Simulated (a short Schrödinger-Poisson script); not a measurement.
System: symmetric double-gate stack, Al2O3 on p-type Ge(111), at 300 K.

| layer | material | thickness (nm) | Na (cm⁻³) |
|---|---|---|---|
| 1 | Al2O3 | 4.4 | - |
| 2 | Ge | 6 | 2e16 |
| 3 | Al2O3 | 4.4 | - |

The device is made up for the run: typed textbook-type constants, with dimensions and the other settings drawn at random. Al2O3: permittivity 9, conduction-band edge (eV) 2.65, gap (eV) 6.8, electron mass (mₑ) 0.3. Ge: permittivity 16, conduction-band edge (eV) 0, gap (eV) 0.664, Nv at 300 K (cm⁻³) 6e18.

Channel valleys (confinement mass, in-plane density-of-states mass, number): L1 1.59, 0.08, 1; L3 0.09, 0.34, 3. At the gates, both at one voltage, the conduction-band edge of layer 1 lies 2.84 eV − eVg above the Fermi level of the channel. Gaps are held at their typed values at every temperature. Mesh 0.03 nm at interfaces.

Solved with a short Schrödinger-Poisson script written for these runs: 1D Poisson equation in equilibrium, electrons classical, Fermi-Dirac, parabolic valleys, classical holes, full ionisation, no traps, pinning or gate leakage.

The same stack at other levels of the model or other numerical settings:

```tsv
run	sheet density of all electrons at Vg = 1.6 V (cm⁻²)	sheet density of all electrons at Vg = 0.4 V (cm⁻²)	capacitance of both gates at Vg = 1.6 V (μF/cm²)	rough cost against the base
base	2.77e13	4.33e12	3.22	about 1
electrons treated as classical, Boltzmann	2.95e13	[?]	3.48	0.3
electrons treated as quantum, Hartree	[?]	3.24e12	[?]	6
mesh six times as coarse	2.75e13	4.29e12	3.19	0.5
```

Q: What belongs in the gaps?

A: 
- electrons treated as quantum, Hartree, sheet density of all electrons at Vg = 1.6 V (cm⁻²): 2.47e13
- electrons treated as classical, Boltzmann, sheet density of all electrons at Vg = 0.4 V (cm⁻²): 4.47e12
- electrons treated as quantum, Hartree, capacitance of both gates at Vg = 1.6 V (μF/cm²): 2.99

The classical rows ignore confinement, and Boltzmann statistics overrate the density once the band edge passes the Fermi level.

Only the L valleys are kept; under strong confinement the Δ valleys of Ge fill too.
